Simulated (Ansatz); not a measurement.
**AlCo: tensor shear ε_xz = −0.38 %**

Start from AlCo in the CsCl type structure (space group Pm-3m, No. 221; a = 2.8250 Å; weakly magnetic (sensitive to the mesh); relaxed with 0.1 eV smearing). Axes: x, y, z lie along the cube axes.

Now apply this change: a pure shear with ε_xz = ε_zx = -0.0038, atoms relaxed at fixed cell.

Method: Ansatz (a quantum-chemistry and plane-wave program) r2SCAN, without spin-orbit coupling. k-mesh 20×20×20 (Γ-centred); smearing 0.1 eV (Fermi–Dirac).

The volume per atom remains 11.27 Å³ and the space group goes from Pm-3m (No. 221) to Cmmm (No. 65). The shortest interatomic distance falls by 0.62 pm (244.7 pm → 244.0 pm) and the energy goes up by 0.3 meV/atom. The pressure (mean of the normal stresses, compression positive) stays 0.0 GPa and the band gap stays zero. The magnetic state is still weakly magnetic (sensitive to the mesh) and the largest site moment remains 0.17 μB. The stress (xx, yy, zz, yz, xz, xy; compression positive) is (0.0, 0.0, 0.0, 0.0, 1.2, 0.0) GPa.

Final structure:

```xyz
2
Lattice="2.8250 0.0000 -0.0107 0.0000 2.8250 0.0000 -0.0107 0.0000 2.8250" Properties=species:S:1:pos:R:3 pbc="T T T"
Al     0.0000     0.0000     0.0000
Co     1.4071     1.4125     1.4071
```

The magnetic state is the one reached from the starting moments; the real material's order can differ, and small cells can't hold many antiferromagnetic ones. The cells carry an imposed strain or load. No phonon test of stability was made. Starting moments died away, wholly or in part, for the base; another magnetic solution may exist.
